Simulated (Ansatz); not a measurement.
Structures of equal composition on the (0001) surface of wurtzite ZnO (Zn plane on top): 2x2 Al adatom at H3; 2x2 Al adatom at T4. The slabs share one bottom face, and each structure is named by its start. These are constructed structures in small cells; real faces may alloy, dewet or reconstruct in larger ones, and not all known structures of the face are among them. Slabs of about 14 Å with all that they carry, Fermi-Dirac smearing of 0.025 eV. Bottom of the slabs: H caps. Relaxed from the named starts with such symmetry as they have, on meshes of like density; energies extrapolated to zero smearing; no spin-orbit coupling, no U. Spin-polarised runs, if any, are marked in brackets, and their order is one that fits the cell; the others ran without spin. Where a second, spin-polarised start was run, the lower counts.

Host crystal: wurtzite ZnO, with a band gap (PBE, scalar-relativistic without spin-orbit coupling).

The numbers are results of r2SCAN, at the PBE geometry (plane waves to 500 eV, PAW; Ansatz, a quantum-chemistry and plane-wave program), not measurements.

**Question.** Rank these by energy per 1x1 cell (lowest first), as r2SCAN, at the PBE geometry gives it.

**Answer.** 2x2 Al adatom at T4 (0.000 eV (1 Al–O bonds formed; 1 O–Zn bonds broke) [spin, 0.9 μB a cell], no gap over 0.04 eV on the mesh), 2x2 Al adatom at H3 (0.128 eV [spin, 1.1 μB a cell], no gap over 0.04 eV on the mesh)
